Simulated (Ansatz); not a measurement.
A constructed model of the (0001) surface of hcp Ti, a pseudomorphic layer of Ag in the other hollow (bottom of the slab: a bare face, its two planes held)

Level of theory: PBE (plane waves to 420 eV, PAW; Ansatz, an electronic-structure program).

Slab: 7 atoms, 14.3 Å thick at the start; k 15x15x1, smearing 0.1 eV, dipole-corrected; 2 atoms held, the rest relaxed; start symmetry kept, larger cells not searched; no spin, no spin-orbit, no U. In PBE it lies 0.02 eV a 1x1 cell over the lowest computed structure of the same composition (a pseudomorphic layer of Ag in the host's stacking).

| Item | Value |
|---|---|
| work function of the top face | 3.80 eV |
| energy released by relaxation | 0.15 eV |
| cost | very roughly 4 core-minutes |
